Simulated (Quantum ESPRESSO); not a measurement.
A self-consistent single point of InSb (F-43m, 2 atoms in the cell) with Quantum ESPRESSO.

Method: PBEsol, spin-orbit coupling, PSlibrary fully relativistic PAW (PBE) pseudopotentials (plane waves; Quantum ESPRESSO).

```xyz
2
Lattice="-3.3166 0.0000 3.3166 0.0000 3.3166 3.3166 -3.3166 3.3166 0.0000" Properties=species:S:1:pos:R:3 pbc="T T T"
In     0.0000     0.0000     0.0000
Sb    -1.6583     1.6583     1.6583
```

Reference input (self-consistent single point, DFT, PBEsol, plane waves, PSlibrary PAW (PBE) pseudopotentials): ecutwfc = 50 Ry; ecutrho = 300 Ry; occupations = smearing; smearing = fermi-dirac; degauss = 0.0073499 Ry; input_dft = pbesol; potentials = {In: In.pbe-dn-kjpaw_psl.1.0.0.UPF, Sb: Sb.pbe-n-kjpaw_psl.1.0.0.UPF}; K_POINTS = automatic 6 6 6 0 0 0; conv_thr = 1e-10 Ry. This run's input differs from it in these lines:

```diff
@@ -15,3 +15,3 @@
  ecutwfc = 50
- ecutrho = 300
+ ecutrho = 450
  occupations = 'smearing'
@@ -19,2 +19,4 @@
  degauss = 0.0073499
+ noncolin = .true.
+ lspinorb = .true.
  input_dft = 'pbesol'
@@ -25,4 +27,4 @@
 ATOMIC_SPECIES
-In   114.8180  In.pbe-dn-kjpaw_psl.1.0.0.UPF
-Sb   121.7600  Sb.pbe-n-kjpaw_psl.1.0.0.UPF
+In   114.8180  In.rel-pbe-dn-kjpaw_psl.1.0.0.UPF
+Sb   121.7600  Sb.rel-pbe-n-kjpaw_psl.1.0.0.UPF
 ATOMIC_POSITIONS angstrom
```

Output, abridged:

```
     Self-consistent Calculation

     iteration #  1     ecut=    50.00 Ry     beta= 0.70

---- Real-time Memory Report at c_bands before calling an iterative solver
           846 MiB given to the printing process from OS
           152 MiB allocation reported by mallinfo(arena+hblkhd)
------------------

     Threshold (ethr) on eigenvalues was too large:
     Diagonalizing with lowered threshold

---- Real-time Memory Report at c_bands before calling an iterative solver
           909 MiB given to the printing process from OS
           171 MiB allocation reported by mallinfo(arena+hblkhd)
------------------

   [... lines left out ...]

---- Real-time Memory Report at c_bands before calling an iterative solver
           938 MiB given to the printing process from OS
           202 MiB allocation reported by mallinfo(arena+hblkhd)
------------------

     total energy              =    -749.28970643 Ry
     estimated scf accuracy    <          2.7E-09 Ry

     iteration #  8     ecut=    50.00 Ry     beta= 0.70

---- Real-time Memory Report at c_bands before calling an iterative solver
           941 MiB given to the printing process from OS
           205 MiB allocation reported by mallinfo(arena+hblkhd)
------------------
     End of self-consistent calculation

     the Fermi energy is     5.2379 ev

!    total energy              =    -749.28970643 Ry
     estimated scf accuracy    <          9.4E-11 Ry
     smearing contrib. (-TS)   =      -0.00046581 Ry
     internal energy E=F+TS    =    -749.28924062 Ry

      -> PAW hartree energy AE =     105.07166659 Ry
      -> PAW hartree energy PS =    -104.68075901 Ry
      -> PAW xc energy AE      =    -649.82889926 Ry
      -> PAW xc energy PS      =      57.06867127 Ry
      -> total E_H with PAW    =      44.89867437 Ry
      -> total E_XC with PAW   =    -650.62150077 Ry

     convergence has been achieved in   8 iterations

     Forces acting on atoms (cartesian axes, Ry/au):

     atom    1 type  1   force =     0.00000000   -0.00000000    0.00000000
     atom    2 type  2   force =     0.00000000    0.00000000   -0.00000000

     Total force =     0.000000     Total SCF correction =     0.000000

          total   stress  (Ry/bohr**3)                   (kbar)     P=      -24.44
  -0.00016611  -0.00000000  -0.00000000          -24.44       -0.00       -0.00
  -0.00000000  -0.00016611   0.00000000           -0.00      -24.44        0.00
  -0.00000000   0.00000000  -0.00016611           -0.00        0.00      -24.44

   JOB DONE.
```

The run converged in 8 iterations. Against the reference run the pressure moves little (-2.48 to -2.44 GPa).

The starting cell comes from a database of computed structures (which also holds hypothetical and non-ambient phases and stackings), without a prior relaxation at this level. The run gives no clean gap (levels at the Fermi energy touch, overlap or are partly filled at this smearing), which alone does not show that the compound is a metal.

Cost on one core of a shared machine: roughly 60 s.
